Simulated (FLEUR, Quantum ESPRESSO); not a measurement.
A FLEUR input for a self-consistent single point of LiBe (P2_1/m, 4 atoms in the cell) (DFT, PBEsol, all-electron FLAPW (FLEUR), scalar-relativistic valence):

Input of the input generator:

```
LiBe FLAPW
&input film=f /
2.2959900000 0.0000000000 0.0000000000
0.0000000000 3.6127700000 0.0000000000
-0.4017440000 0.0000000000 5.5135230000
1.8897261246
1.0 1.0 1.0

4
3 0.7368500000 0.2500000000 0.1548600000
3 0.2631500000 0.7500000000 0.8451400000
4 0.7564200000 0.2500000000 0.5761700000
4 0.2435800000 0.7500000000 0.4238300000

&comp jspins=1 /
&exco xctyp='PBEs' /
&kpt div1=11 div2=7 div3=5 /
&end /
```

```xml
<?xml version="1.0" encoding="UTF-8" standalone="no"?>
<fleurInput fleurInputVersion="0.39">
   <comment>
      LiBe FLAPW                                                                                          
   </comment>
   <calculationSetup>
      <cutoffs Kmax="4.0" Gmax="16.0" GmaxXC="16.0" numbands="0"/>
      <scfLoop itmax="100" minDistance="0.00001" maxIterBroyd="25" imix="Anderson" alpha="0.05" precondParam="0.0" spinf="2.0"/>
      <coreElectrons ctail="T" frcor="F" kcrel="0" coretail_lmax="0"/>
      <xcFunctional name="PBEs" relativisticCorrections="F"/>
      <magnetism jspins="1"/>
      <soc l_soc="F" theta="0.0" phi="0.0" spav="F"/>
      <expertModes spex="0" secvar="F"/>
      <geometryOptimization l_f="T" forcealpha="1.0" forcemix="BFGS" epsdisp="0.00001" epsforce="0.00001"/>
      <ldaU l_linMix="F" mixParam="0.05" spinf="1.0"/>
   </calculationSetup>
   <cell>
      <bzIntegration valenceElectrons="6.0" mode="gauss" fermiSmearingEnergy="0.00999582">
         <kPointListSelection listName="default-1"/>
         <!-- k-points included here -->
         <xi:include xmlns:xi="http://www.w3.org/2001/XInclude" href="kpts.xml"> </xi:include>
      </bzIntegration>
      <!-- symmetry operations included here -->
      <xi:include xmlns:xi="http://www.w3.org/2001/XInclude" href="sym.xml"> </xi:include>
      <bulkLattice scale="1.0">
         <bravaisMatrix>
            <row-1>    4.3387922848203537     0.0000000000000000     0.0000000000000000</row-1>
            <row-2>    0.0000000000000000     6.8271458511711414     0.0000000000000000</row-2>
            <row-3>   -0.7591861322013024     0.0000000000000000    10.4190484516829649</row-3>
         </bravaisMatrix>
      </bulkLattice>
   </cell>
   <atomSpecies>
      <species name="Lithium (Li)" element="Li" atomicNumber="3">
         <mtSphere radius="1.99" gridPoints="701" logIncrement="0.014"/>
         <atomicCutoffs lmax="8" lnonsphr="6"/>
         <electronConfig flipSpins="F">
            <coreConfig>(1s1/2)</coreConfig>
            <valenceConfig>(2s1/2)</valenceConfig>
            <stateOccupation state="(2s1/2)" spinUp="0.5" spinDown="0.5"/>
         </electronConfig>
         <energyParameters s="2" p="2" d="3" f="4"/>
      </species>
      <species name="Beryllium (Be)" element="Be" atomicNumber="4">
         <mtSphere radius="1.97" gridPoints="695" logIncrement="0.015"/>
         <atomicCutoffs lmax="8" lnonsphr="6"/>
         <electronConfig flipSpins="F">
            <coreConfig>(1s1/2)</coreConfig>
            <valenceConfig>(2s1/2)</valenceConfig>
         </electronConfig>
         <energyParameters s="2" p="2" d="3" f="4"/>
      </species>
   </atomSpecies>
   <atomGroups>
      <atomGroup species="Lithium (Li)">
         <relPos label="                   1">-.2631500000 1.000/4.000 .1548600000</relPos>
         <relPos label="                   2">.2631500000 -1.000/4.000 -.1548600000</relPos>
         <force calculate="T" relaxXYZ="TTT"/>
      </atomGroup>
      <atomGroup species="Beryllium (Be)">
         <relPos label="                   3">-.2435800000 1.000/4.000 -.4238300000</relPos>
         <relPos label="                   4">.2435800000 -1.000/4.000 .4238300000</relPos>
         <force calculate="T" relaxXYZ="TTT"/>
      </atomGroup>
   </atomGroups>
   <output dos="F" band="F" slice="F">
      <checks vchk="F" cdinf="F"/>
      <bandDOS minEnergy="-.5*Htr" maxEnergy="0.5*Htr" sigma="0.015" storeEVData="T"/>
      <vacuumDOS vacdos="F" integ="F" star="F" nstars="0" locx1="0.0" locy1="0.0" locx2="0.0" locy2="0.0" nstm="0" tworkf="0.0"/>
      <unfoldingBand unfoldBand="F" supercellX="1" supercellY="1" supercellZ="1"/>
      <plotting iplot="0" polar="F">
         <plot TwoD="T" vec1="  1.0  0.0  0.0" vec2="  0.0  1.0  0.0" vec3="  0.0  0.0  1.0" zero="  0.0  0.0  0.0" file="plot"/>
      </plotting>
      <chargeDensitySlicing numkpt="0" minEigenval="0.0" maxEigenval="0.0" nnne="0" pallst="F"/>
      <specialOutput eonly="F"/>
      <magneticCircularDichroism mcd="F" energyLo="-10.0" energyUp="0.0"/>
   </output>
  <!-- We include the file relax.xml here to enable relaxations (see documentation) -->
  <xi:include xmlns:xi="http://www.w3.org/2001/XInclude" href="relax.xml"> <xi:fallback/> </xi:include>
</fleurInput>
```

Question: Give the Quantum ESPRESSO input for the same structure, mesh, smearing and functional.

Answer: One input that does it (others would too):

```fortran
&CONTROL
  calculation = 'scf',
  prefix = 'run',
  outdir = './out',
  pseudo_dir = './',
  tprnfor = .true.,
  tstress = .true.,
/
&SYSTEM
  ibrav = 0,
  nat = 4,
  ntyp = 2,
  ecutwfc = 40,
  ecutrho = 200,
  occupations = 'smearing',
  smearing = 'gauss',
  degauss = 0.019992,
/
&ELECTRONS
  conv_thr = 1.0d-9,
  mixing_beta = 0.7,
/
ATOMIC_SPECIES
Li     6.9400  li_pbesol_v1.4.uspp.F.UPF
Be     9.0122  be_pbesol_v1.4.uspp.F.UPF
CELL_PARAMETERS {angstrom}
   2.29599000     0.00000000     0.00000000
   0.00000000     3.61277000     0.00000000
  -0.40174400     0.00000000     5.51352300
ATOMIC_POSITIONS {crystal}
Li    0.73685000    0.25000000    0.15486000
Li    0.26315000    0.75000000    0.84514000
Be    0.75642000    0.25000000    0.57617000
Be    0.24358000    0.75000000    0.42383000
K_POINTS {automatic}
11 7 5  0 0 0
```

Basis settings and potentials, where a program has them, do not carry over. This input uses DFT, PBEsol, plane waves, GBRV 1.5 ultrasoft (PBESOL) pseudopotentials. Both were run: largest force 0.005 eV/Å in FLEUR and 0.012 in Quantum ESPRESSO.

On Quantum ESPRESSO: the starting cell comes from a database of computed structures (which also holds hypothetical and non-ambient phases and stackings), without a prior relaxation at this level.

On FLEUR: the starting cell comes from a database of computed structures (which also holds hypothetical and non-ambient phases and stackings), without a prior relaxation at this level. Values depend on the basis (sphere radii, cutoffs, local orbitals), which need not be converged.
